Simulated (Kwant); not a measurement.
Model system: π system c1cc2cccc3c4cccc5cccc(c(c1)c23)c54 between two chain leads. The π system is taken as planar. Atoms are numbered from 0 in the order of the SMILES. Site energies (eV, carbon 0): [0.0, 0.0, 0.0, 0.0, 0.0, 0.0, 0.0, 0.0, 0.0, 0.0, 0.0, 0.0, 0.0, 0.0, 0.0, 0.0, 0.0, 0.0, 0.0, 0.0]. Bonds (i, j, β in eV): (0,1,-3) (1,2,-3) (2,3,-3) (3,4,-3) (4,5,-3) (5,6,-3) (6,7,-3) (7,8,-3) (8,9,-3) (9,10,-3) (10,11,-3) (11,12,-3) (12,13,-3) (13,14,-3) (14,15,-3) (15,16,-3) (16,17,-3) (16,18,-3) (15,19,-3) (17,0,-3) (18,2,-3) (18,6,-3) (19,7,-3) (19,11,-3). Leads: chains of hopping −4.5 eV, joined by −1.5 eV to atoms 0 and 10.

Site energies and bond integrals are typed Hückel values.

Computed with Kwant: Hückel tight-binding model, one pz orbital an atom, one spin, coherent transport at 0 K. Conductance is in e²/h.

Sweep values stay those of the base run.

Base results: transmission at E = 0 < 1e-12.

### Question
What follows from this one change: contacts moved from atoms [0, 10] to [5, 14]?

### Answer
transmission at E = 0 < 1e-12 → 0.022.

### Question
What follows from this one change: contacts moved from atoms [0, 10] to [5, 8]?

### Answer
transmission at E = 0 < 1e-12 → 0.034.
